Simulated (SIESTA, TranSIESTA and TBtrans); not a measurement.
Run with TranSIESTA and TBtrans (open boundaries, self-consistent; PseudoDojo norm-conserving potentials, scalar-relativistic): Spin polarized, PAO.BasisSize DZP, PAO.EnergyShift 0.15 eV, XC.Authors PBE, Mesh.Cutoff 200 Ry, ElectronicTemperature 300 K, TS.Voltage 0.0 eV, TBT.Elecs.Eta 0.001 eV.

System: Ta chain with one bond stretched by 0.6 Å. Leads: straight Ta chain, spacing 2.35 Å. Geometry: as built, not relaxed. Transport runs along z; the first 6 and the last 6 of the 20 atoms are the lead cells, repeated to infinity.

```xyz
20
Lattice="9.000 0.000 0.000 0.000 9.000 0.000 0.000 0.000 47.600" Properties=species:S:1:pos:R:3 pbc="F F T"
Ta     4.500     4.500     0.000
Ta     4.500     4.500     2.350
Ta     4.500     4.500     4.700
Ta     4.500     4.500     7.050
Ta     4.500     4.500     9.400
Ta     4.500     4.500    11.750
Ta     4.500     4.500    14.100
Ta     4.500     4.500    16.450
Ta     4.500     4.500    18.800
Ta     4.500     4.500    21.150
Ta     4.500     4.500    24.100
Ta     4.500     4.500    26.450
Ta     4.500     4.500    28.800
Ta     4.500     4.500    31.150
Ta     4.500     4.500    33.500
Ta     4.500     4.500    35.850
Ta     4.500     4.500    38.200
Ta     4.500     4.500    40.550
Ta     4.500     4.500    42.900
Ta     4.500     4.500    45.250
```
Starting moments (μB): atom 7 +1, atom 8 +1, atom 9 +1, atom 10 +1, atom 11 +1, atom 12 +1, atom 13 +1, atom 14 +1; lead atoms +1 (left) and +1 (right).

Task: Predict: conductance at 300 K (G0 = 2e²/h); mean T from −0.5 to 0.5 eV; spin polarisation of the conductance, (up − down)/(up + down).

Result: conductance at 300 K (G0 = 2e²/h): 3.01; mean T from −0.5 to 0.5 eV: 2.94; spin polarisation of the conductance, (up − down)/(up + down): 0.20. The magnetic order of the leads was set by the start, and no other order was tried; the separate lead runs end at 1.06 (left) and 1.06 (right) μB an atom. The straight chain is held at its spacing; free chains may zigzag or dimerise. Spin-orbit coupling, left out here, matters for the heavy atoms.
